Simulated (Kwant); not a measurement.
System: Ge/Si0.2Ge0.8 stack with 3 barriers. One parabolic valley. Leads of mass 0.12 mₑ with the band edge at 0; grid 0.1 nm; bias swept from 0.0048 to 0.18 V, dropping linearly over the stack. Emitter Fermi level 0.013 eV, 4 K, equal in the collector.

```json
[
 {"layer": "1", "thickness (nm)": "2.9", "band offset (eV)": "0.12", "mass (mₑ)": "0.14"},
 {"layer": "2", "thickness (nm)": "7.6", "band offset (eV)": "0", "mass (mₑ)": "0.12"},
 {"layer": "3", "thickness (nm)": "2.9", "band offset (eV)": "0.12", "mass (mₑ)": "0.14"},
 {"layer": "4", "thickness (nm)": "7.6", "band offset (eV)": "0", "mass (mₑ)": "0.12"},
 {"layer": "5", "thickness (nm)": "2.9", "band offset (eV)": "0.12", "mass (mₑ)": "0.14"}
]
```

Constants are typed, rounded textbook-type inputs, not results; the design itself was drawn at random and stands for no fabricated device.

Model: one-band effective-mass tight-binding model in one dimension, coherent, no space charge, current by the Tsu-Esaki formula (Kwant).

Sweep values stay those of the base run.

The temperature was swept, all else fixed.

```
temperature (K)  J (A/cm²) at bias = 0.1800 V
---------------  ----------------------------
4                                         215
77                                       2230
150                                       ___
300                                    181000
```

Fill in the missing entries.


- 150, J (A/cm²) at bias = 0.1800 V: 25400
